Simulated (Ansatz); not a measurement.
## H interstitial in fcc Cu

Calculation: PBE, PAW (plane waves to 420 eV; Ansatz, a program for electronic structure). Cell and caveats: 32-site cell; 6×6×6 shifted k-points; start: void with 6Cu nearest; no Hubbard U; not converged in cell size; the relaxation kept the symmetry of the starting site; relaxed from one start, so a lower configuration may exist.

Neighbours after relaxation, in Å: of the H atom: Cu 1.85, Cu 1.85, Cu 1.85, Cu 1.85, Cu 1.85, Cu 1.85.

Formation energies E_f are those of the neutral cell. Chemical conditions: host crystal and elements as references (Δμ(H) = 0.00 eV; H taken from its element, since no compound that bounds it was computed at this level; only phases computed here count, gases as isolated molecules at 0 K). Reference phases: H: H2 molecule in a box.

The name describes the start; the neighbours show where the added atom ended.

```
charge         moment (μB)  point group  largest move off a lattice site (Å)  E_f, host crystal and elements as references (eV)
------  ------------------  -----------  -----------------------------------  -------------------------------------------------
0       not spin-polarised           Oh                                 0.04                                               0.46
```

Point groups are those of the whole cell at tolerances of 0.03 and 0.1 Å ("near" where only the looser one holds); none is given for unsettled states.
